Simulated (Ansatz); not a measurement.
**Ansatz (a program for electronic structure) run on MgNiF6 (R3, 8 atoms in the cell): self-consistent single point**

Computed with PBEsol, default PAW files made with PBE (plane waves; Ansatz).

The input file:

Ansatz 0.2 input:
```yaml
crystal:
  lattice:
    - [2.41348200, 1.39342400, 4.37886500]
    - [-2.41348200, 1.39342400, 4.37886500]
    - [0.00000000, -2.78684900, 4.37886500]
  atoms:
    - { symbol: Mg, position: [0.50380600, 0.50380600, 0.50380600] }
    - { symbol: Ni, position: [0.00000000, 0.00000000, 0.00000000] }
    - { symbol: F, position: [0.37297000, 0.76936700, 0.09415000] }
    - { symbol: F, position: [0.62703000, 0.23063300, 0.90585000] }
    - { symbol: F, position: [0.09415000, 0.37297000, 0.76936700] }
    - { symbol: F, position: [0.90585000, 0.62703000, 0.23063300] }
    - { symbol: F, position: [0.76936700, 0.09415000, 0.37297000] }
    - { symbol: F, position: [0.23063300, 0.90585000, 0.62703000] }
basis:
  ecutwfc: 420.0
kpoints:
  mp_grid: { grid: [7, 7, 7] }
hamiltonian:
  xc: pbesol
  pseudopotentials: { kind: paw }
scf:
  occupations: { method: gaussian, width: 0.1 }
output:
  forces: true
  eigenvalues: true
  stress: true
```

Output, abridged:

```
WARN ansatz: RAYON_NUM_THREADS=1 ignored (pool sized by the plan → 1); use --threads N
Pseudopotentials: kind: paw
Pseudopotential: Mg, paw, valence charge 10
Pseudopotential: Ni, paw, valence charge 18
Pseudopotential: F, paw, valence charge 7
Crystal: 8 atoms, lattice volume = 88.357 Å³
Basis set: ecut = 420 eV, 1707 PW (Γ), exchange–correlation on 72×72×72 points (8 copies of the dense FFT grid, shifted against one another)
Bands: 43, of which v1, the nominal top of the filled ones, is band 35 counted from 1 (34 counted from 0)
Symmetry: 3 space group operations
Space group: R3 (ITA 146), of the structure as read, at distance tolerance 4.5e-5 Å
k-points: 60 of 343 (time reversal used)
PAW frozen core: Mg, regenerated for the run's functional, and the local potential with it
PAW frozen core: Ni, regenerated for the run's functional, and the local potential with it
PAW frozen core: F, regenerated for the run's functional, and the local potential with it
Initial density: superposition of atomic densities (neutral atoms: chi_scale 0, normalization atom), corrected by the library's trained network
Initial wavefunctions: pseudopotential atomic-orbital guess
Eigensolver: davidson
Functional: x = pbesol(κ = 0.804, μ = 0.12345679012345678), c = pbesol(β = 0.046)
SCF iter   1: F=—  HF=-12520.606160 eV  |F-HF|=—  |Δ(HF+E_count)|=         —  Δρ=1.57e-2  dr2=1.18e-1  ethr=1.77e-3  ⟨swp⟩=6.0  Hψ=10419  notcnv=0  defer=31
all-band conjugate gradients solve this SCF's bands
preconditioner: auto → Resta (q_TF=auto, 2.624 Å⁻¹)
SCF iter   2: F=—  HF=-12520.565076 eV  |F-HF|=—  |Δ(HF+E_count)|=   4.11e-2  Δρ=2.70e-3  dr2=3.58e-3  ethr=1.69e-4  ⟨swp⟩=2.0  Hψ=4977  notcnv=0  defer=156
SCF iter   3: F=—  HF=-12520.565224 eV  |F-HF|=—  |Δ(HF+E_count)|=   1.48e-4  Δρ=1.76e-3  dr2=1.63e-3  ethr=5.12e-6  ⟨swp⟩=2.6  Hψ=4270  notcnv=0  defer=156
SCF iter   4: F=—  HF=-12520.565564 eV  |F-HF|=—  |Δ(HF+E_count)|=   3.40e-4  Δρ=2.40e-3  dr2=3.55e-3  ethr=2.33e-6  ⟨swp⟩=2.0  Hψ=4620  notcnv=0  defer=156
SCF iter   5: F=—  HF=-12520.565248 eV  |F-HF|=—  |Δ(HF+E_count)|=   3.16e-4  Δρ=2.74e-4  dr2=4.15e-5  ethr=2.33e-6  ⟨swp⟩=2.4  Hψ=3763  notcnv=0  defer=156
SCF iter   6: F=—  HF=-12520.565260 eV  |F-HF|=—  |Δ(HF+E_count)|=   1.14e-5  Δρ=1.32e-4  dr2=1.03e-5  ethr=5.92e-8  ⟨swp⟩=2.0  Hψ=4111  notcnv=0  defer=156
SCF iter   7: F=—  HF=-12520.565260 eV  |F-HF|=—  |Δ(HF+E_count)|=   8.13e-8  Δρ=5.74e-5  dr2=1.89e-6  ethr=1.47e-8  ⟨swp⟩=2.0  Hψ=3349  notcnv=0  defer=156
SCF iter   8: F=—  HF=-12520.565260 eV  |F-HF|=—  |Δ(HF+E_count)|=   1.89e-7  Δρ=1.78e-5  dr2=2.38e-7  ethr=2.70e-9  ⟨swp⟩=2.2  Hψ=3516  notcnv=0  defer=156
SCF iter   9: F=-12520.565260 eV  HF=-12520.565260 eV  |F-HF|=8.95e-9  |Δ(HF+E_count)|=   5.86e-8  Δρ=5.23e-6  dr2=1.64e-8  ethr=1.43e-10  ⟨swp⟩=10.0  Hψ=10737  notcnv=0
SCF 1 converged in 9 iterations: F = -12520.565260 eV  dr2 = 1.64e-8
SCF converged after 9 iterations
Free energy (F): -12520.565260 eV
Harris-Foulkes:  -12520.565260 eV  (|F-HF|=8.95e-9)
Internal energy: -12520.565260 eV  (E = F + TS)
E sigma→0 (E₀):  -12520.565260 eV
Fermi energy:    3.156887 eV
--- Per-component energies (eV) ---
  E_band       = -1150.532488
  E_kinetic    = 1583.332166
  E_local      = -10362.090070  (includes V_loc(G=0)·N_el)
  E_nonlocal   = 1161.180585
  E_hartree    = 4066.746551
  E_xc         = -581.942269
  E_vxc        = -751.021944  (∫ρ·V_xc dr)
  E_paw        = -3022.130846  (= ΣΔE_a)
  E_vpaw       = -915.445991  (= ΣTr[D̂ρ^β])
  E_aug_tail   = 0.013332  (compensation charges beyond the density's cutoff)
  E_ewald      = -5366.185515
  E_core_change = 0.510807  (= ΣΔE_core)
  E_smearing   = -0.000000  (= −TS)
  E_closure    = -0.000000  (closes the sum)
  Σ components = -12520.565260   (vs F -12520.565260, Δ=0.00e0)
--- Forces (eV/Å), atoms counted from 1 ---
  atom   1  Mg    -0.00000000     0.00000001    -0.38729431
  atom   2  Ni    -0.00000000    -0.00000001     0.22256067
  atom   3  F     -0.13443192    -0.04815899    -0.04563837
  atom   4  F      0.17049196    -0.07146460     0.10055308
  atom   5  F      0.10892287    -0.09234196    -0.04563837
  atom   6  F     -0.02335583     0.18338266     0.10055309
  atom   7  F      0.02550905     0.14050095    -0.04563836
  atom   8  F     -0.14713613    -0.11191807     0.10055308
  max |Σ_I F_I| component: 1.05e-5 eV/Å
--- Stress (GPa, compression-positive) ---
       -0.508996      -0.000001      -0.000000
        0.000001      -0.508996       0.000000
        0.000000       0.000000      -0.914787
  P = ⅓ Tr σ = -0.6443 GPa (-6.443 kbar)
  The stress holds the Pulay correction. Without it, at fixed plane waves, as pw.x and ABINIT print it: P = -1.5702 GPa
--- Band table (eV; the first three rows and the last of 60) ---
  k-point 0: bands = ["-101.5565", "-68.9374", "-62.0484", "-62.0215", "-62.0215", "-35.8980", "-35.8980", "-35.8840", "-19.3113", "-18.2606", "-18.2507", "-18.2507", "-18.1428", "-18.1428", "-3.0515", "-2.5648", "-2.5648", "-1.7992", "-1.6478", [...]
  k-point 1: bands = ["-101.5565", "-68.9374", "-62.0484", "-62.0215", "-62.0215", "-35.8980", "-35.8980", "-35.8840", "-19.2658", "-18.2821", "-18.2627", "-18.2497", "-18.1628", "-18.1459", "-2.9984", "-2.6042", "-2.5730", "-1.8449", "-1.7134", [...]
  k-point 2: bands = ["-101.5565", "-68.9374", "-62.0484", "-62.0215", "-62.0215", "-35.8981", "-35.8980", "-35.8840", "-19.1432", "-18.3876", "-18.2799", "-18.2373", "-18.1891", "-18.1547", "-2.8678", "-2.6827", "-2.6031", "-1.9076", "-1.7224", [...]
  k-point 59: bands = ["-101.5565", "-68.9374", "-62.0484", "-62.0215", "-62.0215", "-35.8980", "-35.8980", "-35.8841", "-19.0014", "-18.5713", "-18.2777", "-18.2639", "-18.1556", "-18.1444", "-2.8260", "-2.7431", "-2.4536", "-1.6559", "-1.4941", [...]
```

The run converged in 9 iterations.

The starting cell comes from a database of computed structures (which also holds hypothetical and non-ambient phases and stackings), without a prior relaxation at this level. Its lattice was rescaled by up to half a per cent. One atom was moved a little off its site on purpose. Ansatz's pressure includes its estimate of the finite-basis (Pulay) stress. Without the estimate this run gives -1.57 GPa.
